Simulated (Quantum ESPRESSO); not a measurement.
Quantum ESPRESSO is run on Hf2N2O (P1, 20 atoms in the cell), and the run fails. The aim is a self-consistent single point with DFT, LDA (PZ), plane waves, GBRV 1.5 ultrasoft (LDA) pseudopotentials.

Cell that was meant: a = 5.4366 Å, b = 5.4759 Å, c = 10.1938 Å, α = 75.50°, β = 75.02°, γ = 60.60°.

Part of the input:

```fortran
 ecutrho = 320,
 occupations = 'fixed',
 nbnd = 84,
 celldm(1) = 10.273742,
/
&ELECTRONS
 conv_thr = 1.0d-10,
```

The program printed (abridged):

```
 %%%%%%%%%%%%%%%%%%%%%%%%%%%%%%%%%%%%%%%%%%%%%%%%%%%%%%%%%%%%%%%%%%%%%%%%%%%%%%
     Error in routine cell_base_init (2):
     lattice parameter specified twice
 %%%%%%%%%%%%%%%%%%%%%%%%%%%%%%%%%%%%%%%%%%%%%%%%%%%%%%%%%%%%%%%%%%%%%%%%%%%%%%

     stopping ...
```

Q: From the messages shown, name the fault and mend the input.

A: The fault is the cell or its scale given twice. Two definitions of the lattice conflict. To fix it, keep one definition. The program stopped before any SCF iteration.

An input that runs soundly differs in these lines (not the only fix; some lines may just follow from the change or write a value another way):
```diff
- celldm(1) = 10.273742,
```

With that input, the run converged in 18 iterations: free energy E − TS -21248.9341 eV; top of the valence band (on the code's own zero) 11.67 eV; gap on the k-point mesh 2.25 eV; pressure -10.99 GPa; largest force (vector length) 0.144 eV/Å (DFT, LDA (PZ), plane waves, GBRV 1.5 ultrasoft (LDA) pseudopotentials).

On the sound input: the starting cell comes from a database of computed structures (which also holds hypothetical and non-ambient phases and stackings), without a prior relaxation at this level. Spin-orbit coupling is off. With a pressure of about -11 GPa the cell is away from its equilibrium volume at this level.
